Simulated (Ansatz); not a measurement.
Cost and result by functional for the surface energy of the (21-32) surface of hcp Ti in its 1x1 cell, outermost plane spacing 0.30 Å in the ideal cut (one of several cuts of this face), in Ansatz (plane waves, PAW). Single points on the PBE structure, on one kind of machine; costs are rough ratios of the slab run's core time (references not counted) to the cheapest single point. r2SCAN's cost holds its higher cutoff (500 against 420 eV). Differences are taken against r2SCAN for comparison alone: no measured value is at hand, so the table doesn't rank accuracy.

Set-up: 24 atoms, 10.1 Å thick at the start (thin: gaps and levels are the slab's own); mesh 7x6x1; 0.1 eV smearing; dipole correction on; all atoms relaxed; symmetry of the start imposed; no spin, no spin-orbit, no U. These notes are the PBE run's.

```
functional                     relative cost  surface energy (J/m²)  less r2SCAN (J/m²)
-----------------------------  -------------  ---------------------  ------------------
PBEsol                                     1                   2.22               -0.01
LDA                                        1                   2.28                0.05
RPBE                                       1                   1.90               -0.33
r2SCAN                                     2                   2.23                0.00
PBE (the relaxed run's value)              –                   2.04               -0.19
```

The values span 0.38 J/m², while the single points' costs differ by a factor of roughly 2. Differences are of unrounded values.

Ansatz is an electronic-structure program.
